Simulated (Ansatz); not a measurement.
Ga3AlAs4 (model structure, P-4m2, No. 115, 8 atoms in the cell) was calculated with r²SCAN in Ansatz (plane waves, PAW).

Run with plane-wave cutoff 560 eV, 8×8×4 k mesh (along the axes of the cell as run), Fermi–Dirac smearing 0.01 eV, scalar-relativistic PAW data made under PBE.

Cell (relaxed at this level):

```cif
data_AlAs4Ga3
_chemical_formula_sum 'Ga3 As4 Al1'
_space_group_name_H-M_alt 'P-4m2'
_space_group_IT_number 115
_space_group_name_Hall 'P -4 -2'
_cell_length_a 4.01055
_cell_length_b 4.01055
_cell_length_c 11.33333
_cell_angle_alpha 90.000
_cell_angle_beta 90.000
_cell_angle_gamma 90.000
loop_
_atom_site_label
_atom_site_type_symbol
_atom_site_symmetry_multiplicity
_atom_site_Wyckoff_symbol
_atom_site_fract_x
_atom_site_fract_y
_atom_site_fract_z
_atom_site_occupancy
Ga1 Ga 2 e 0.00000 0.00000 0.24971 1
As1 As 2 g 0.00000 0.50000 0.12483 1
Ga2 Ga 1 b 0.50000 0.50000 0.00000 1
As2 As 2 g 0.50000 0.00000 0.37515 1
Al1 Al 1 c 0.50000 0.50000 0.50000 1
```

Task: Estimate the band gap and bulk modulus B0 that the calculation returns.

Result: 
* **band gap**: 1.28 eV (on the SCF k mesh)
* **bulk modulus B0**: 73.4 GPa

Note: the bulk modulus is −V dP/dV from two relaxed cells at ±2 % in volume; the relaxation could raise the start's symmetry but not lower it, so the cell can be a saddle point.

Spin–orbit coupling is not included.

Computed values are for the static lattice.

A model structure was made by putting elements into a prototype or built by hand; it is no filed structure, need not be a known phase, and can be a saddle point held by its symmetry.

Ansatz is an electronic-structure program.
